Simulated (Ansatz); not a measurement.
System: CsCl-type TiCo. Method: PBEsol in Ansatz (PAW).

Input:

Ansatz 0.2 input:
```yaml
crystal:
  lattice:
    - [2.995, 0.0, 0.0]
    - [0.0, 2.995, 0.0]
    - [0.0, 0.0, 2.995]
  atoms:
    - { symbol: Ti, position: [0.0, 0.0, 0.0] }
    - { symbol: Co, position: [0.5, 0.5, 0.5] }
basis:
  ecutwfc: 520
  ecutrho_ratio: 4
  xc_grid: 2
kpoints:
  mp_grid: { grid: [18, 18, 18] }
hamiltonian:
  xc: pbesol
  dispersion: none
  pseudopotentials: { kind: paw }
scf:
  occupations: { method: fermi_dirac, width: 0.05 }
  convergence: { dr2_threshold: 0.0000000002 }
output:
  forces: true
  stress: true
  eigenvalues: true
```

Question: How many irreducible k-points, plane waves at Γ does the program set up, and what pressure does the run end with?

Answer: 220 irreducible k-points, 739 plane waves at Γ; P = -10.79 GPa, so the cell is stretched on average and its volume would shrink at this level.

Excerpt of the program's output:

```
Crystal: 2 atoms, lattice volume = 26.865 Å³
Basis set: ecut = 520 eV, 739 PW (Γ), exchange–correlation on 48×48×48 points (8 copies of the dense FFT grid, shifted against one another)
Bands: 19, of which v1, the nominal top of the filled ones, is band 15 counted from 1 (14 counted from 0)
Symmetry: 48 space group operations
Space group: Pm-3m (ITA 221), of the structure as read, at distance tolerance 3.0e-5 Å
k-points: 220 of 5832
Functional: x = pbesol(κ = 0.804, μ = 0.12345679012345678), c = pbesol(β = 0.046)
SCF iter   1: F=—  HF=-7567.662501 eV  |F-HF|=—  |Δ(HF+E_count)|=         —  Δρ=2.06e-2  dr2=6.55e-2
SCF iter   2: F=—  HF=-7567.655002 eV  |F-HF|=—  |Δ(HF+E_count)|=   7.50e-3  Δρ=4.41e-3  dr2=2.48e-3
  ...
SCF iter   6: F=—  HF=-7567.654429 eV  |F-HF|=—  |Δ(HF+E_count)|=   6.83e-7  Δρ=8.73e-7  dr2=4.58e-11
SCF iter   7: F=-7567.654429 eV  HF=-7567.654429 eV  |F-HF|=8.55e-11  |Δ(HF+E_count)|=  5.00e-11  Δρ=7.49e-7  dr2=8.34e-11
SCF 1 converged in 7 iterations: F = -7567.654429 eV  dr2 = 8.34e-11
SCF converged after 7 iterations
Free energy (F): -7567.654429 eV
Internal energy: -7567.630525 eV  (E = F + TS)
E sigma→0 (E₀):  -7567.642477 eV
Fermi energy:    16.284760 eV
--- Forces (eV/Å), atoms counted from 1 ---
  atom   1  Ti     0.00000000    -0.00000000     0.00000000
  atom   2  Co     0.00000000    -0.00000000     0.00000000
--- Stress (GPa, compression-positive) ---
      -10.791808       0.000000       0.000000
        0.000000     -10.791808       0.000000
        0.000000       0.000000     -10.791808
  P = ⅓ Tr σ = -10.7918 GPa (-107.918 kbar)
```

The PAW data were made under PBE.

Note: cell and atoms aren't relaxed at this level (pressure -10.8 GPa).

Ansatz is an electronic-structure program.
